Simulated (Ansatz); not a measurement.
We consider cubic perovskite CsHgCl3, described by BLYP in Ansatz (plane waves, PAW).

Run with plane-wave cutoff 520 eV, 10×10×10 k mesh, Fermi–Dirac smearing 0.05 eV, scalar-relativistic PAW data made under PBE.

Pressure at four volumes; x = ln(V/33.667 Å³). One pressure is withheld.

```csv
V (Å³/atom),x,P (GPa)
31.647,-0.0619,1.692
33.667,0.0000,0.010
35.014,0.0392,-0.806
35.687,0.0583,?
```

Task: Pass a parabola P(x) through the three rows shown, estimate the bulk modulus and its pressure derivative near zero pressure, and predict the withheld pressure.

Result: Slopes between the rows: (0.010 − (1.692))/(0.0000 − (-0.0619)) = -27.17 and (-0.806 − (0.010))/(0.0392 − (0.0000)) = -20.82 GPa. Their difference over the span 0.1011 is c = 6.35/0.1011 = 62.8 GPa, so P(x) = 1.692 + (-27.17)(x − (-0.0619)) + 62.8 (x − (-0.0619))(x − (0.0000)). At the middle row B = −dP/dx = −[-27.17 + 62.8 × 0.0619] = 23.3 GPa, and B′ = dB/dP = 2c/B = 5.4. At x = 0.0583 the parabola gives -1.134 GPa; the run gives -1.143 GPa. The Birch–Murnaghan fit to the energies at all volumes has B0 = 23.0 GPa and B′ = 5.3.

Note: the relaxation could not lower the start's symmetry, so the cell can be a saddle point above a distorted one.

Spin–orbit coupling is not included; it can open a gap where bands touch, and shift volumes and moduli.

Ansatz is a first-principles code.
